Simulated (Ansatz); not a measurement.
**What uniaxial strain ε_zz = −1.50 % does to CdSe**

Consider CdSe in the zinc blende structure (space group F-43m, No. 216; a = 6.133 Å). Axes: x, y, z lie along the cube axes.

The change: uniaxial strain ε_zz = −1.50 %, all other strain components held at zero, atoms relaxed at fixed cell.

Computed with plane-wave PAW DFT at the r2SCAN level (Ansatz, a first-principles code, 500 eV), without spin-orbit coupling. Settings: 9×9×9 k-points, 0.05 eV Fermi–Dirac smearing.

The space group becomes I-4m2 (No. 119) (base: F-43m (No. 216)) and the shortest interatomic distance drops by 0.013 Å to 2.643 Å. The energy increases by 1.3 meV/atom and the band gap is still 1.04 eV. The gap character is still direct at Γ and the electron mass becomes 0.095 mₑ (at Γ) (base: 0.093 mₑ (at Γ)). The valence-band top at Γ (three highest levels, from the VBM) changes from 0.00, 0.00, 0.00 eV to 0.00, -0.05, -0.05 eV and the stress (xx, yy, zz, yz, xz, xy; compression positive) is (0.73, 0.73, 0.97, 0.00, 0.00, 0.00) GPa.

Cost of the whole job for the changed cell (relaxation, final SCF and bands): about 25 core-seconds (a rough figure).

Masses are band curvatures over ±0.01 Å⁻¹ around the edge. Stability against distortions was not tested. k-point labels follow each cell's own Brillouin zone.
